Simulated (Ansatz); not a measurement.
Abridged Ansatz (a first-principles code) output:

```
Relaxation: its limit of steps is 50 (relax.max_steps)
Pseudopotential: Rh, paw, valence charge 17
Crystal: 1 atoms, lattice volume = 13.434 Å³
Basis set: ecut = 420 eV, 259 PW (Γ), exchange–correlation on 36×36×36 points (8 copies of the dense FFT grid, shifted against one another)
Bands: 13, of which v1, the nominal top of the filled ones, is band 9 counted from 1 (8 counted from 0)
Symmetry: 12 space group operations
k-points: 2496 of 27000
Functional: x = pbesol(κ = 0.804, μ = 0.12345679012345678), c = pbesol(β = 0.046)
SCF iter   1: F=—  HF=-6338.768928 eV  |F-HF|=—  |Δ(HF+E_count)|=         —  Δρ=9.54e-3  dr2=9.63e-3  ethr=1.77e-3  ⟨swp⟩=4.9  Hψ=179159  notcnv=0
SCF iter   2: F=—  HF=-6338.766230 eV  |F-HF|=—  |Δ(HF+E_count)|=   2.70e-3  Δρ=3.67e-3  dr2=9.91e-4  ethr=5.66e-5  ⟨swp⟩=2.7  Hψ=70774  notcnv=0
SCF 1 converged in 6 iterations: F = -6338.765945 eV  dr2 = 1.55e-9
relax step   1: F+E_penalty+E_count = -6338.76594453 eV  Δ(F+E_penalty+E_count) = +0.000e0 eV  max|allowed force component| = 0.000e0 eV/Å  Δτ_max = 0.0000 Å  P = +1.899 GPa  Ω = 13.434 Å³  fix = [a, b, gamma]  reactions: a +2.798, b +2.798 GPa  (6 SCF iters, dr2 threshold 1.00e-7 eV, accepted)
[... steps on the carried basis left out ...]
relax step   3: F+E_penalty+E_count = -6338.76594383 eV  Δ(F+E_penalty+E_count) = -1.027e-6 eV  max|allowed force component| = 0.000e0 eV/Å  Δτ_max = 0.0000 Å  P = +1.846 GPa  Ω = 13.437 Å³  energy of the carried Pulay correction = -1.433e-6 eV  fix = [a, b, gamma]  reactions: a +2.770, b +2.770 GPa  (2 SCF iters, dr2 threshold 7.81e-9 eV, accepted)
Crystal: 1 atoms, lattice volume = 13.437 Å³
SCF iter   1: F=—  HF=-6338.765944 eV  |F-HF|=—  |Δ(HF+E_count)|=         —  Δρ=5.48e-6  dr2=3.18e-9  ethr=1.27e-8  ⟨swp⟩=3.2  Hψ=272765  notcnv=0
SCF iter   2: F=—  HF=-6338.765945 eV  |F-HF|=—  |Δ(HF+E_count)|=   1.38e-6  Δρ=2.06e-6  dr2=3.55e-10  ethr=1.87e-11  ⟨swp⟩=2.2  Hψ=54293  notcnv=0
SCF 4 converged in 4 iterations: F = -6338.765945 eV  dr2 = 9.97e-14
SCF converged after 4 iterations
Free energy (F): -6338.765945 eV
Internal energy: -6338.723894 eV  (E = F + TS)
E sigma→0 (E₀):  -6338.744920 eV
Entropy (-TS):   -0.042051 eV (-42.051 meV/atom)
Fermi energy:    22.903208 eV
--- Forces (eV/Å), atoms counted from 1 ---
  atom   1  Rh     0.00000000     0.00000000     0.00000000
--- Stress (GPa, compression-positive) ---
        2.769847      -0.000000       0.000000
       -0.000000       2.769847      -0.000000
        0.000000      -0.000000      -0.000072
  P = ⅓ Tr σ = 1.8465 GPa (18.465 kbar)
--- Relaxed structure (3 steps of the walk, 3 accepted, 1 SCFs on fresh bases) ---
  cell:  # Å, volume = 13.4367 Å³
    - [2.6627523336092973, 1.5900729767285464e-50, -7.190811706857003e-34]
    - [1.3313761668046487, 2.3060111648919484, 5.079800796217127e-17]
    - [1.3313761668046487, -0.7686703882973159, 2.1882669418045166]
  atoms:
    - { symbol: Rh, position: [0.0, 0.0, 0.0] }
```

**Question.** What was computed, and what are the main results?

**Answer.** Rh, 1 atom in the cell, with DFT with PBEsol, PAW potentials and a 420 eV plane-wave cutoff in Ansatz, no SOC. The last SCF converged to F = -6338.765945 eV, or -6338.7659 eV per atom, at a pressure of 1.85 GPa. The total energy compares only with runs of the same code, potentials and settings.

The cells carry an imposed strain or load. Stability against distortions was not tested. The final runs are not spin-polarised. The cell was made from Rh in the fcc (Cu type) structure (space group Fm-3m, No. 225) by this change: biaxial strain −0.42 %, plane normal [111], relaxed out of plane.

Keys are those of Ansatz 0.2.
